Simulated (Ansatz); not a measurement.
# NbSi2 (space group P6_422, No. 181)

Space group P6₄22 (No. 181); a = 4.768 Å, b = 4.768 Å, c = 6.576 Å, α = 90.00°, β = 90.00°, γ = 120.00°

```tsv
atom	site	symmetry	x	y	z
Nb	3c	222	0.5000	0.0000	0.0000
Si	6i	..2	0.1597	0.3193	0.0000
```

Calculations: Kohn–Sham DFT with the PBEsol functional, run in Ansatz (an electronic-structure program) with PAW and 420 eV plane waves, no SOC. k-mesh 11×11×7 (Γ-centred); smearing 0.05 eV (Fermi–Dirac).

The volume per atom is 14.38 Å³, the density comes out as 5.74 g/cm³ and the band gap is zero. The total energy is -1913.473 eV/atom (σ→0; compares only within this code and set-up).

No phonon test of stability was made. All final runs are without spin polarisation. An odd electron count without spin: NbSi2.
